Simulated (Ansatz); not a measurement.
Response to strain in hypothetical P6/mmm Rb3As

The reference is Rb$_{3}$As (space group P6/mmm, No. 191; a hypothetical phase, not in the database extracts checked).

```xyz
4
Lattice="6.1862 0.0000 0.0000 -3.0931 5.3574 0.0000 0.0000 0.0000 6.7679" Properties=species:S:1:pos:R:3 pbc="T T T"
Rb     0.0000     0.0000     3.3839
Rb     0.0000     3.5716     0.0000
Rb     3.0931     1.7858     0.0000
As     0.0000     0.0000     0.0000
```

Strains are applied to the cell and any free atomic positions relax.

Method: PBEsol (Ansatz, an electronic-structure program), scalar-relativistic without spin-orbit coupling.

Notes on the quantities. energy relative to the base: free energy F.

```tsv
isotropic strain (%)	energy relative to the base (meV/atom)
-5.93	63.4
-5.37	51.0
-2.53	10.3
-1.14	?
0	0.0
2.07	5.9
```

**Question.** Fit ΔE = Aε² + Bε³ (ε in %) to the rows shown and predict the withheld row.

**Answer.** Least squares on the printed values gives A = 1.48 and B = -0.055 meV/atom (largest residual 0.1 meV/atom); this predicts 2.0 meV/atom, and the run gives 2.0 meV/atom, in agreement.

No phonon test of stability was made. All final runs are without spin polarisation.
